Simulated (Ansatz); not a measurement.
## BP: response to strain

The parent structure is BP in the zinc blende structure (space group F-43m, No. 216).

```xyz
2
Lattice="0.0000 2.2683 2.2683 2.2683 0.0000 2.2683 2.2683 2.2683 0.0000" Properties=species:S:1:pos:R:3 pbc="T T T"
B      0.0000     0.0000     0.0000
P      1.1341     1.1341     1.1341
```

Cartesian axes are those of the cell as printed.

Strains are applied to the cell and any free atomic positions relax; under biaxial strain the out-of-plane vector relaxes too.

Method: DFT with r2SCAN, PAW potentials and a 500 eV plane-wave cutoff in Ansatz (a first-principles code), without spin-orbit coupling.

Notes on the quantities. in-plane stress: mean in-plane stress (compression positive).

| variant | in-plane stress | hole mass | smallest direct gap | shortest interatomic distance | out-of-plane strain |
|---|---|---|---|---|---|
| base | – | – | 3.60 eV | 1.964 Å | – |
| biaxial strain +0.42 %, plane normal [111], relaxed out of plane | -1.9 GPa | 0.13 mₑ out of plane, 0.58 mₑ in plane (at Γ) | 3.54 eV | 1.965 Å | -0.07 % |
| biaxial strain +0.83 %, plane normal [111], relaxed out of plane | -3.7 GPa | 0.13 mₑ out of plane, 0.56 mₑ in plane (at Γ) | 3.47 eV | 1.965 Å | -0.14 % |
| biaxial strain +1.25 %, plane normal [111], relaxed out of plane | -5.5 GPa | 0.13 mₑ out of plane, 0.54 mₑ in plane (at Γ) | 3.41 eV | 1.966 Å | -0.21 % |
| biaxial strain +1.67 %, plane normal [111], relaxed out of plane | -7.2 GPa | 0.14 mₑ out of plane, 0.52 mₑ in plane (at Γ) | 3.36 eV | 1.966 Å | -0.28 % |
| biaxial strain +2.08 %, plane normal [111], relaxed out of plane | -8.8 GPa | 0.14 mₑ out of plane, 0.51 mₑ in plane (at Γ) | 3.31 eV | 1.966 Å | -0.35 % |
| biaxial strain +2.50 %, plane normal [111], relaxed out of plane | -10.4 GPa | 0.15 mₑ out of plane, 0.49 mₑ in plane (at Γ) | 3.26 eV | 1.967 Å | -0.41 % |

Effective masses come from finite differences of ±0.01 Å⁻¹. Whether these cells are dynamically stable was not tested.
